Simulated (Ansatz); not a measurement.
Consider CdTe in the zinc blende structure (space group F-43m, No. 216; a = 6.4895 Å).

Levels (all Ansatz, a quantum-chemistry and plane-wave program, PAW, earlier PAW set): PBEsol (420 eV, no spin-orbit coupling); HSE06 (420 eV, without spin-orbit coupling).

Its gap is 0.65 eV with PBEsol and 1.62 eV with HSE06.

Modification: Be takes the place of Cd on all its sites, then cell and atoms are relaxed.

With PBEsol the gap becomes 1.84 eV.

Problem. If the HSE06 correction stayed the same, what would the HSE06 gap be, and what does the HSE06 run give?

Solution. A rigid correction of +0.97 eV gives 2.81 eV. The HSE06 run gives 2.62 eV, so the correction itself changes by -0.19 eV.

Single points use the geometry relaxed with PBEsol. HSE06 gaps are upper bounds (no full band path). Spin-orbit coupling, missing from the scalar runs, can matter with Te. Whether these cells are dynamically stable was not tested.
